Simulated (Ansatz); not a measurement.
Results of r²SCAN (plane waves, PAW; Ansatz, a program for electronic structure) for C11b WSi2.

Settings: plane-wave cutoff 560 eV, 24×24×24 k mesh, Fermi–Dirac smearing 0.05 eV, no spin polarisation, scalar-relativistic PAW data made under PBE.

Energies at three volumes about the minimum:

| V (Å³/atom) | E − E_lowest (meV/atom) |
|---|---|
| 13.147 | 4.04 |
| 13.415 | 0.00 |
| 13.683 | 3.75 |

**Question.** Fit a parabola by hand: where is the minimum, and what is the bulk modulus?

**Answer.** Slopes: (0.00 − 4.04)/(13.415 − 13.147) = -15.075 and (3.75 − 0.00)/(13.683 − 13.415) = 13.993 meV/Å³. Curvature E″ = 2 × (13.993 − (-15.075))/(13.683 − 13.147) = 108.463 meV/Å⁶. From the middle of the first interval, the slope vanishes at V0 = 13.2810 − (-15.075)/108.463 = 13.420 Å³/atom. B = V0 E″ = 13.420 × 108.463 meV/Å³ × 0.1602 GPa per meV/Å³ = 233 GPa. The full Birch–Murnaghan fit to all volumes gives V0 = 13.415 Å³/atom and B0 = 232 GPa.

Shape and atoms are relaxed at each volume.
